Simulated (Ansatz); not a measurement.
The reference is KI in the zinc blende structure (space group F-43m, No. 216; a = 7.9910 Å; a hypothetical phase, not in the database extracts checked).

Calculations: Ansatz (a program for electronic structure), PBE, PAW, cutoff 420 eV, spin-orbit coupling left out.

Base values:

| Property | Result |
|---|---|
| Electron mass | 0.46 mₑ (at Γ) |
| Density | 2.16 g/cm³ |
| Gap character | direct at Γ |
| Shortest interatomic distance | 346.0 pm |

It is then changed as follows: full substitution K → Cs, then cell and atoms are relaxed.

Q: Estimate the effect on the electron mass.

A: The electron mass changes from 0.46 mₑ (at Γ) to 0.48 mₑ (at Γ).

Q: What happens to the density?

A: The density goes up by 0.42 g/cm³, from 2.16 g/cm³ to 2.58 g/cm³.

Q: What happens to the gap character?

A: The gap character goes from direct at Γ to indirect, W → Γ.

Q: What does the calculation give for the shortest interatomic distance after the change?

A: The shortest interatomic distance increases by 32.6 pm to 378.6 pm.

Spin-orbit coupling, missing from the scalar runs, can matter with I. Effective masses come from finite differences of ±0.01 Å⁻¹. Whether these cells are dynamically stable was not tested. As relaxed here, CsI is a hypothetical phase, not in the database extracts checked.
